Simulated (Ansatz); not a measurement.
The reference is SnO2 in the rutile structure (space group P4_2/mnm, No. 136).

```yaml
crystal:
  lattice:
    - [4.76918, 0.00000, 0.00000]
    - [0.00000, 4.76918, 0.00000]
    - [0.00000, 0.00000, 3.21200]
  atoms:
    - { symbol: Sn, position: [0.00000, 0.00000, 0.00000] }
    - { symbol: Sn, position: [0.50000, 0.50000, 0.50000] }
    - { symbol: O, position: [0.30627, 0.30627, 0.00000] }
    - { symbol: O, position: [0.80627, 0.19373, 0.50000] }
    - { symbol: O, position: [0.19373, 0.80627, 0.50000] }
    - { symbol: O, position: [0.69373, 0.69373, 0.00000] }
```

Cartesian axes are those of the cell as printed.

All numbers come from PBEsol/PAW in Ansatz (a program for electronic structure), without spin-orbit coupling.

Strains are applied to the cell and any free atomic positions relax; under biaxial strain the out-of-plane vector relaxes too.

One change was made to it. Results:

| quantity | base | after |
|---|---|---|
| pressure (mean of the normal stresses, compression positive) | 0.00 GPa | 6.32 GPa |
| valence-band top at Γ (three highest levels, from the VBM) | 0.00, -0.77, -0.77 eV | 0.00, -0.72, -0.72 eV |
| electron mass | 0.17 mₑ along c, 0.19 mₑ across (at Γ) | 0.18 mₑ out of plane, 0.19 mₑ in plane (at Γ) |

Which change produced these results?
(A) biaxial strain −1.20 %, plane normal [001], relaxed out of plane
(B) biaxial strain −2.40 %, plane normal [001], relaxed out of plane
(C) biaxial strain −3.00 %, plane normal [001], relaxed out of plane

C, biaxial strain −3.00 %, plane normal [001], relaxed out of plane. For comparison, the valence-band top at Γ in the other runs: biaxial strain −2.40 %, plane normal [001], relaxed out of plane gives 0.00, -0.73, -0.73 eV; biaxial strain −1.20 %, plane normal [001], relaxed out of plane gives 0.00, -0.76, -0.76 eV.

The levels and masses belong to the bands next to the band gap. Masses are band curvatures over ±0.01 Å⁻¹ around the edge. Whether these cells are dynamically stable was not tested.
